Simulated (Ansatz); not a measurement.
**A computed series for MgO: pressure series**

Start from MgO in the rock salt structure (space group Fm-3m, No. 225; a = 4.254 Å).

Cell and atoms are relaxed at each pressure.

Calculations: PBE in Ansatz (plane waves to 420 eV, PAW, scalar-relativistic without spin-orbit coupling).

Notes on the quantities. enthalpy: H = E + PV relative to the base's energy.

```json
[
 {"variant": "base", "width of the top valence band": "1.71 eV", "enthalpy": "–", "lattice parameter a": "4.254 Å", "band gap": "4.46 eV"},
 {"variant": "pressure −2 GPa", "width of the top valence band": "1.69 eV", "enthalpy": "-0.12 eV/atom", "lattice parameter a": "4.273 Å", "band gap": "4.33 eV"},
 {"variant": "pressure −1 GPa", "width of the top valence band": "1.70 eV", "enthalpy": "-0.06 eV/atom", "lattice parameter a": "4.263 Å", "band gap": "4.40 eV"},
 {"variant": "pressure 0.9 GPa", "width of the top valence band": "1.72 eV", "enthalpy": "+0.05 eV/atom", "lattice parameter a": "4.245 Å", "band gap": "4.52 eV"},
 {"variant": "pressure 2.1 GPa", "width of the top valence band": "1.74 eV", "enthalpy": "+0.13 eV/atom", "lattice parameter a": "4.234 Å", "band gap": "4.59 eV"},
 {"variant": "pressure 4.5 GPa", "width of the top valence band": "1.76 eV", "enthalpy": "+0.27 eV/atom", "lattice parameter a": "4.214 Å", "band gap": "4.73 eV"},
 {"variant": "pressure 9 GPa", "width of the top valence band": "1.81 eV", "enthalpy": "+0.53 eV/atom", "lattice parameter a": "4.178 Å", "band gap": "4.98 eV"},
 {"variant": "pressure 15 GPa", "width of the top valence band": "1.87 eV", "enthalpy": "+0.86 eV/atom", "lattice parameter a": "4.136 Å", "band gap": "5.30 eV"},
 {"variant": "pressure 22.5 GPa", "width of the top valence band": "1.93 eV", "enthalpy": "+1.27 eV/atom", "lattice parameter a": "4.089 Å", "band gap": "5.65 eV"},
 {"variant": "pressure 30 GPa", "width of the top valence band": "1.99 eV", "enthalpy": "+1.66 eV/atom", "lattice parameter a": "4.049 Å", "band gap": "5.98 eV"}
]
```

Load acts through the strain it causes; cell and atoms are relaxed under it. No phonon test of stability was made. Competing high-pressure phases were not computed.

Ansatz is an electronic-structure program.
